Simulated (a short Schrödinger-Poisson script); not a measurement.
Stack: MOS inversion layer, SiO2 on p-type Si(100), at 300 K.

```tsv
layer	material	thickness (nm)	Na (cm⁻³)
1	SiO2	3.6	-
2	Si	1900	5.1e16
```

Constants are typed, rounded textbook-type inputs, not results; the design itself was drawn at random and stands for no fabricated device. SiO2: permittivity 3.9, conduction-band edge (eV) 3.15, gap (eV) 9, electron mass (mₑ) 0.5. Si: permittivity 11.7, conduction-band edge (eV) 0, gap (eV) 1.124, Nv at 300 K (cm⁻³) 3.1e19.

Channel valleys (confinement mass, in-plane density-of-states mass, number): Δ2 0.916, 0.19, 2; Δ4 0.19, 0.417, 4. At the gate the conduction-band edge of layer 1 lies 3.26 eV − eVg above the Fermi level of the channel; the field vanishes at the back. Gaps are held at their typed values at every temperature. Mesh 0.03 nm at interfaces.

From a short Schrödinger-Poisson script (our own, NumPy): 1D Poisson equation in equilibrium, electrons quantum, Hartree (BenDaniel-Duke, 12 states a valley, the channel's in-plane mass for all, wave functions ending at the dielectric), parabolic valleys, classical holes, full ionisation, no traps, pinning or gate leakage.

The same stack at other levels of the model or other numerical settings:

```csv
run,sheet density of all electrons at Vg = 2.4 V (cm⁻²),sheet density of all electrons at Vg = 0.6 V (cm⁻²),capacitance at Vg = 2.4 V (μF/cm²),centroid of the channel electrons at Vg = 2.4 V (nm),rough cost against the base
base,1.13e13,1.86e12,0.864,1.75,about 1
"electrons treated as classical, Boltzmann",1.25e13,2.19e12,0.936,0.61,0.04
"electrons treated as classical, Fermi-Dirac",1.22e13,2.17e12,0.909,0.84,0.2
mesh six times as coarse,1.13e13,1.86e12,0.864,1.74,0.3
one subband a valley,1.12e13,1.83e12,0.864,1.64,0.5
```

The classical rows ignore confinement, and Boltzmann statistics overrate the density once the band edge passes the Fermi level.
